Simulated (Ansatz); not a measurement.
# ScOF (P4/nmm, No. 129, 6 atoms in the cell; start mp-989178): properties by level of theory

| level (code) | equilibrium lattice constant a (Å) | lattice parameter c (Å) | cohesive energy (eV/atom) | band gap (eV) |
|---|---|---|---|---|
| LDA (Ansatz) | 3.536 | 5.028 | ___ | 4.41 |
| PBEsol (Ansatz) | 3.577 | 5.094 | 6.84 | 4.42 |
| r²SCAN (Ansatz) | 3.592 | ___ | ___ | 4.92 |
| r²SCAN+rVV10 (Ansatz) | 3.583 | 5.097 | ___ | 4.93 |

Q: Fill in the missing entries.

A: 
- LDA (Ansatz, a first-principles code), cohesive energy (eV/atom): 7.50
- r²SCAN (Ansatz), lattice parameter c (Å): 5.114
- r²SCAN (Ansatz), cohesive energy (eV/atom): 6.58
- r²SCAN+rVV10 (Ansatz), cohesive energy (eV/atom): 6.70

Computed values are for a static lattice.  Each level is taken at its own relaxed cell. Cutoffs differ between the levels. Ansatz's density-functional and Hartree–Fock values are scalar-relativistic unless marked +SOC, with PAW data made under PBE.

Caveats: the relaxation could not lower the start's symmetry, so the cell can be a saddle point above a distorted one (LDA, PBEsol, r²SCAN, r²SCAN+rVV10). Ansatz's density-functional and Hartree–Fock values are scalar-relativistic unless marked +SOC, with PAW data made under PBE.

Free atoms are spin-polarised, in the lowest state found; at levels without +SOC their spin–orbit coupling is left out.

Computed values are for the static lattice.

A start named mp-… is a Materials Project structure, which need not be a measured phase.
